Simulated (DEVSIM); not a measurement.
System: illuminated Si n-on-p cell, one wavelength, with a back-surface field, at 300 K.

Layer 1 from the left is Si, thickness (μm) 0.170, Nd (cm⁻³) 6.6e17, τn (s) 2.7e-7, τp (s) 1.4e-6, absorption coefficient (cm⁻¹) 53000. Layer 2 from the left is Si, thickness (μm) 110, Na (cm⁻³) 6.9e16, τn (s) 4.3e-6, τp (s) 4.3e-6, absorption coefficient (cm⁻¹) 53000. Layer 3 from the left is Si, thickness (μm) 0.160, Na (cm⁻³) 3.2e18, τn (s) 4.3e-6, τp (s) 4.3e-6, absorption coefficient (cm⁻¹) 53000.

Left contact: ohmic, minority hole recombination velocity 2e6 cm/s. Right contact: ohmic, minority electron recombination velocity 8e6 cm/s. Voltage is applied to the left contact. Recombination: SRH at mid-gap, radiative, Auger. Gap narrowing is on: ΔEg = 6.92 meV × (l + √(l² + 0.5)), l = ln(N/1.3e17 cm⁻³), shared equally by both band edges. Light enters at the left, 5.5e16 photons cm⁻² s⁻¹, one pass, no reflection. Mobility is μmin + (μ − μmin)/(1 + (N/Nref)^α).

The device is made up for the run: typed textbook-type constants, with dimensions and the other settings drawn at random. Values at 300 K.

Si: gap (eV) 1.124, affinity (eV) 4.05, permittivity 11.7, Nc (cm⁻³) 2.86e19, Nv (cm⁻³) 3.1e19, μn (cm²/Vs) 1417, μp (cm²/Vs) 470, μn,min 52, μp,min 45, Nref,n 9.7e16, Nref,p 2.2e17, αn 0.68, αp 0.72, B (cm³/s) 4.7e-15, Cn (cm⁶/s) 2.8e-31, Cp (cm⁶/s) 9.9e-32.

DEVSIM, 1D drift-diffusion, Boltzmann statistics, complete ionisation; no tunnelling, impact ionisation, image-force lowering or self-heating.

Dark forward current:

```tsv
|V| (V)	|J| (A/cm²)
0.05	4.703e-10
0.10	2.138e-9
0.15	9.828e-9
0.20	5.267e-8
0.25	3.203e-7
0.30	2.090e-6
0.35	1.409e-5
0.40	9.625e-5
0.45	0.0006612
0.50	0.004550
0.55	0.03126
0.60	0.2112
0.65	1.295
0.70	5.637
0.75	15.01
0.80	28.65
0.85	45.77
0.90	66.06
0.95	89.39
1.00	115.7
1.05	145.0
1.10	177.3
1.15	212.6
1.20	250.9
1.25	292.2
1.30	336.6
```

**Question.** Work out the local ideality factor n = ΔV / (kT/q · ln(J2/J1)) between the rows 0.15 and 0.20 V, 0.45 and 0.50 V, 1.25 and 1.30 V.

**Answer.** kT/q = 25.85 mV. From 0.15 to 0.20 V: ln(5.267e-8/9.828e-9) = 1.679, n = 1.15. From 0.45 to 0.50 V: ln(0.004550/0.0006612) = 1.929, n = 1.00, near the 1 of diffusion or emission over a barrier. From 1.25 to 1.30 V: ln(336.6/292.2) = 0.141, n = 13.67.

**Question.** What current could the absorbed light give at most, and what share is collected?

**Answer.** Σ αd = 585, so qΦ(1 − exp(−Σ αd)) = 8.81 mA/cm². The simulated short-circuit current is 6.324 mA/cm², a share of 0.72.

**Question.** Estimate the open-circuit voltage by superposition: the voltage at which the dark current equals that short-circuit current.

**Answer.** Interpolating ln J in the table gives 0.509 V. The simulation gives 0.508 V, the same within the digits that matter. Superposition holds where collection doesn't change with voltage.

**Question.** Estimate the fill factor from FF0 = (v − ln(v + 0.72))/(v + 1), v = qVoc/(nkT), with n from the dark curve.

**Answer.** The rows about Voc, 0.50 and 0.55 V, give n = 1.00, so v = 19.6 and FF0 = 0.805. The simulation gives 0.800, the same within the digits that matter.
